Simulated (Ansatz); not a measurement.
Base system: Au in the fcc (Cu type) structure (space group Fm-3m, No. 225; relaxed with 0.1 eV smearing).

```
Au
1.0
    0.00000     2.02383     2.02383
    2.02383     0.00000     2.02383
    2.02383     2.02383     0.00000
Au
1
Direct
  0.00000   0.00000   0.00000
```

Cartesian axes are those of the cell as printed.

Computed with LDA in Ansatz (plane waves to 420 eV, PAW, scalar-relativistic without spin-orbit coupling).

Base values:

- Pressure = 0.0 GPa
- Volume per atom = 16.58 Å³

One thing is altered: tensile biaxial strain of 2.50 % in the plane normal to [111], as in epitaxy on a mismatched substrate; the out-of-plane cell vector and the atoms relax.

Question: What happens to the pressure, energy relative to the base and volume per atom?

Answer: The pressure (mean of the normal stresses, compression positive) goes from zero to -2.1 GPa; the energy rises by 9.5 meV/atom; the volume per atom goes up by 0.24 Å³, from 16.58 Å³ to 16.82 Å³.

Stability against distortions was not tested.

Ansatz is an electronic-structure program.
